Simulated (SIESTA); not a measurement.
**Input and output of a self-consistent single point for ZrV₂Ga₄ (I4/mmm, 7 atoms in the cell) (SIESTA)**

Level of theory: LDA PW92, numerical atomic orbitals DZP, PseudoDojo LDA standard norm-conserving potentials (rewritten from UPF to PSML) run with SIESTA.

This input was run:

```
# files in the folder: Zr.psml V.psml Ga.psml (PseudoDojo LDA standard)
SystemName  Zr(VGa2)2
SystemLabel siesta

NumberOfAtoms                7
NumberOfSpecies              3
%block ChemicalSpeciesLabel
  1 40 Zr
  2 23 V
  3 31 Ga
%endblock ChemicalSpeciesLabel
LatticeConstant              1.0 Ang
%block LatticeVectors
    -3.217335000    3.217335000    2.581350000
     3.217335000   -3.217335000    2.581350000
     3.217335000    3.217335000   -2.581350000
%endblock LatticeVectors
AtomicCoordinatesFormat      Fractional
%block AtomicCoordinatesAndAtomicSpecies
     0.000000000    0.000000000    0.000000000  1
     0.750000000    0.250000000    0.500000000  2
     0.250000000    0.750000000    0.500000000  2
     0.303060000    0.303060000    0.606120000  3
     0.696940000    0.696940000    0.393880000  3
     0.303060000    0.696940000    0.000000000  3
     0.696940000    0.303060000    0.000000000  3
%endblock AtomicCoordinatesAndAtomicSpecies

XC.functional                LDA
XC.authors                   PW92
PAO.BasisSize                DZP
PAO.EnergyShift              0.01 Ry
MeshCutoff                   350 Ry
%block kgrid.MonkhorstPack
    6   0   0  0.0
    0   6   0  0.0
    0   0   6  0.0
%endblock kgrid.MonkhorstPack
OccupationFunction           MP
OccupationMPOrder            1
ElectronicTemperature        3156.43 K

MaxSCFIterations             150
SCF.Mixer.Method             Pulay
SCF.Mixer.Weight             0.2
SCF.Mixer.History            8
SCF.DM.Tolerance             1.0E-05
Diag.ParallelOverK           true
WriteForces                  true
```

Output, abridged:

```
reinit: Reading from file input.fdf

reinit: System Name: Zr(VGa2)2
reinit: System Label: siesta

coor:   Atomic-coordinates input format  =     Fractional

siesta: Atomic coordinates (Bohr) and species
siesta:      0.00000   0.00000   0.00000  1        1
siesta:      0.00000   6.07988   2.43902  2        2
siesta:      6.07988   0.00000   2.43902  2        3
siesta:      3.68514   3.68514   0.00000  3        4
siesta:      2.39474   2.39474   4.87804  3        5
siesta:      2.39474  -2.39474   4.87804  3        6
siesta:     -2.39474   2.39474   4.87804  3        7

siesta: System type = bulk

initatomlists: Number of atoms, orbitals, and projectors:      7   129   126

siesta: ******************** Simulation parameters ****************************
redata: Spin configuration                          = none
redata: Time-Reversal Symmetry                      = T
redata: Number of Atomic Species                    =        3
redata: Mesh Cutoff                                 =   350.0000 Ry
redata: Net charge of the system                    =     0.0000 |e|
redata: Min. number of SCF Iter                     =        0
redata: Max. number of SCF Iter                     =      150
redata: SCF convergence failure will abort job
redata: SCF mix quantity                            = Hamiltonian
redata: Mix DM or H after convergence               =   F
redata: Recompute H after scf cycle                 =   F
redata: Mix DM in first SCF step                    =   T
redata: No kicks to SCF
redata: DM Mixing Weight for Kicks                  =     0.5000
redata: Require Harris convergence for SCF          =   F
redata: Harris energy tolerance for SCF             =     0.000100 eV
redata: Require DM convergence for SCF              =   T
redata: DM tolerance for SCF                        =     0.000010
redata: Require EDM convergence for SCF             =   F
   [... lines left out ...]
diag: Used triangular part                          = Lower
diag: Absolute tolerance                            =  0.100E-15
diag: Orthogonalization factor                      =  0.100E-05
diag: Memory factor                                 =  1.0000

superc: Internal auxiliary supercell:     7 x     7 x     5  =     245
superc: Number of atoms, orbitals, and projectors:   1715  31605  30870

                        Single-point calculation

superc: Internal auxiliary supercell:     7 x     7 x     5  =     245
superc: Number of atoms, orbitals, and projectors:   1715  31605  30870

outcell: Unit cell vectors (Ang):
       -3.217335    3.217335    2.581350
        3.217335   -3.217335    2.581350
        3.217335    3.217335   -2.581350

outcell: Cell vector modules (Ang)   :    5.231239    5.231239    5.231239
outcell: Cell angles (23,13,12) (deg):    104.0927    104.0927    120.8649
outcell: Cell volume (Ang**3)        :    106.8807
new_DM -- step:     1
Initializing Density Matrix...

Attempting to read DM from file... Failed...
DM filled with atomic data:

InitMesh: MESH = 54 x 54 x 64 = 186624
InitMesh: Mesh cutoff (required, used) =   350.000   389.284 Ry

stepf: Methfessel-Paxton step function
       Using Hermite-Gauss polynomials of order  1
        iscf     Eharris(eV)        E_KS(eV)     FreeEng(eV)     dDmax    Ef(eV) dHmax(eV)
   scf:    1   -13661.819203   -13698.518199   -13698.494264  1.131845 -4.348176  8.659566
   scf:    2   -13696.046305   -13700.485445   -13700.473490  0.237709 -4.964417  6.148597
   scf:    3   -13702.197671   -13702.493296   -13702.466568  0.167853 -4.861410  2.606808
   scf:    4   -13703.526868   -13703.205499   -13703.177197  0.188579 -5.172024  1.206327
   scf:    5   -13703.215787   -13703.269034   -13703.241965  0.082606 -5.149626  0.670933
   scf:    6   -13702.952894   -13703.209437   -13703.181971  0.033724 -5.242043  1.221440
   [... 2 lines left out ...]
   scf:    9   -13703.293476   -13703.298320   -13703.270973  0.006623 -5.184798  0.129495
   scf:   10   -13703.299863   -13703.299313   -13703.271950  0.001695 -5.188407  0.041747
   scf:   11   -13703.299450   -13703.299442   -13703.272077  0.000959 -5.189687  0.001337
   scf:   12   -13703.299442   -13703.299442   -13703.272077  0.000023 -5.189640  0.000229
   scf:   13   -13703.299442   -13703.299442   -13703.272077  0.000007 -5.189636  0.000195
SCF Convergence by DM+H criterion
max |DM_out - DM_in|         :     0.0000068269
max |H_out - H_in|      (eV) :     0.0001948275
SCF cycle converged after 13 iterations

Using DM_out to compute the final energy and forces

siesta: E_KS(eV) =           -13703.2994

siesta: E_KS - E_eggbox =    -13703.2994

siesta: Atomic forces (eV/Ang):
     1   -0.000000    0.000000   -0.000000
     2    0.000674   -0.000674    0.000000
     3   -0.000674    0.000674   -0.000000
     4   -0.088617   -0.088617   -0.000048
     5    0.088617    0.088617    0.000048
     6    0.090775   -0.090775   -0.000000
     7   -0.090775    0.090775    0.000000
   Tot   -0.000000    0.000000    0.000000
   Max    0.090775
   Res    0.055367    sqrt( Sum f_i^2 / 3N )
   Max    0.090775    constrained

Stress tensor Voigt[x,y,z,yz,xz,xy] (kbar):       84.08       84.08       78.45        0.07        0.07       -0.29
(Free)E + p*V (eV/cell)   -13708.7558
Target enthalpy (eV/cell)   -13703.2721

siesta: Program's energy decomposition (eV):
siesta: Ebs     =     -2118.058585
siesta: Eions   =     17195.727118
siesta: Ena     =      1632.051986
siesta: Ekin    =      8842.800575
siesta: Enl     =     -3961.248718
siesta: Eso     =         0.000000
siesta: Edftu   =         0.000000
siesta: DEna    =       107.275494
siesta: DUscf   =         3.284563
siesta: DUext   =         0.000000
siesta: Ex      =     -2882.236792
siesta: Ec      =      -249.499433
siesta: Exc     =     -3131.736225
siesta: Eharris =    -13703.299442
siesta: Etot    =    -13703.299442
siesta: FreeEng =    -13703.272077

siesta: Atomic forces (eV/Ang):
siesta:      1   -0.000000    0.000000   -0.000000
siesta:      2    0.000674   -0.000674    0.000000
siesta:      3   -0.000674    0.000674   -0.000000
siesta:      4   -0.088617   -0.088617   -0.000048
siesta:      5    0.088617    0.088617    0.000048
siesta:      6    0.090775   -0.090775   -0.000000
siesta:      7   -0.090775    0.090775    0.000000
siesta: ----------------------------------------
siesta:    Tot   -0.000000    0.000000    0.000000

siesta: Stress tensor (static) (eV/Ang**3):
siesta:     0.052477   -0.000180    0.000041
siesta:    -0.000180    0.052477    0.000041
siesta:     0.000041    0.000041    0.048966

siesta: Cell volume =        106.880740 Ang**3

siesta: Pressure (static):
siesta:                Solid            Molecule  Units
siesta:          -0.00055880         -0.00057017  Ry/Bohr**3
siesta:          -0.05130647         -0.05235093  eV/Ang**3
siesta:         -82.20202830        -83.87543968  kBar
```

The run converged in 13 iterations.

The starting cell comes from a database of computed structures (which also holds hypothetical and non-ambient phases and stackings), without a prior relaxation at this level. Spin polarisation is off. Values carry the incompleteness of an atom-centred basis. With a pressure of about -8 GPa the cell is away from its equilibrium volume at this level.

Cost on one core of a shared machine: roughly 3 min.
